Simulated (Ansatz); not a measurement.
System: fluorite CoSi₂. Method: BLYP in Ansatz (PAW).

Settings: plane-wave cutoff 520 eV, 22×22×22 k mesh, Fermi–Dirac smearing 0.061 eV (set by the program), no spin polarisation, scalar-relativistic PAW data made under PBE.

Computed at the level's own relaxed cell.

```
CoSi2
1.0
    0.00000     2.71781     2.71781
    2.71781     0.00000     2.71781
    2.71781     2.71781     0.00000
Co Si
1 2
Direct
  0.00000   0.00000   0.00000
  0.25000   0.25000   0.25000
  0.75000   0.75000   0.75000
```

Q: Give the elastic tensor (Voigt notation, GPa, ions relaxed, in the Cartesian axes of the cell as printed).

A: 
```
  195.7   123.2   123.2     0.0     0.0     0.0
  123.2   195.7   123.2     0.0     0.0     0.0
  123.2   123.2   195.7     0.0     0.0     0.0
    0.0     0.0     0.0    77.3     0.0     0.0
    0.0     0.0     0.0     0.0    77.3     0.0
    0.0     0.0     0.0     0.0     0.0    77.3
```

Ansatz is a quantum-chemistry and plane-wave program.
